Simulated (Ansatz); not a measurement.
Results of LDA in Ansatz (plane waves, PAW) for SnO (model structure, started from the h-BN type, P6₃/mmc, No. 194, 4 atoms in the cell).

Settings: plane-wave cutoff 520 eV, 18×18×6 k mesh (along the axes of the cell as run), Fermi–Dirac smearing 0.05 eV, scalar-relativistic PAW data made under PBE.

Cell (relaxed at this level):

```xyz
4
Lattice="4.0792 0.0000 0.0000 -2.0396 3.5327 0.0000 0.0000 0.0000 5.0660" Properties=species:S:1:pos:R:3 pbc="T T T"
Sn     0.0000     2.3551     1.2665
Sn     2.0396     1.1776     3.7995
O      0.0000     2.3551     3.7995
O      2.0396     1.1776     1.2665
```

Q: Give the computed band gap, direct gap at Γ and bulk modulus B0.

A: 
- band gap = 0.32 eV (on the SCF k mesh)
- direct gap at Γ = 6.97 eV
- bulk modulus B0 = 88.4 GPa

Note: the bulk modulus is −V dP/dV from two relaxed cells at ±2 % in volume; the relaxation could raise the start's symmetry but not lower it, so the cell can be a saddle point.

Spin–orbit coupling is not included.

Computed values are for the static lattice.

Computing time: around 5 core-minutes (rough).

A model structure was made by putting elements into a prototype or built by hand; it is no filed structure, need not be a known phase, and can be a saddle point held by its symmetry.

Ansatz is an electronic-structure program.
